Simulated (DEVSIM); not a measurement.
System: abrupt Si p-n junction, at 300 K.

Layer 1 from the left is Si, thickness (μm) 74.0, Na (cm⁻³) 6e18, τn (s) 1.8e-7, τp (s) 1.8e-7. Layer 2 from the left is Si, thickness (μm) 53.0, Nd (cm⁻³) 2.6e17, τn (s) 1.8e-7, τp (s) 1.8e-7.

Left contact: ohmic. Right contact: ohmic. Voltage is applied to the left contact. Recombination: SRH at mid-gap, Auger. Mobility is constant in doping.

Constants are typed, rounded textbook-type inputs, not results; the design itself was drawn at random and stands for no fabricated device. Values at 300 K.

Si: gap (eV) 1.124, affinity (eV) 4.05, permittivity 11.7, Nc (cm⁻³) 2.86e19, Nv (cm⁻³) 3.1e19, μn (cm²/Vs) 1417, μp (cm²/Vs) 470, Cn (cm⁶/s) 2.8e-31, Cp (cm⁶/s) 9.9e-32.

Model (solved in DEVSIM): 1D drift-diffusion, Boltzmann statistics, complete ionisation; no tunnelling, impact ionisation, image-force lowering or self-heating.

What does the simulation give for the dark forward voltage at 1 A/cm², the potential step across the device at zero bias?

dark forward voltage at 1 A/cm² 0.726 V; potential step across the device at zero bias 0.960 V.
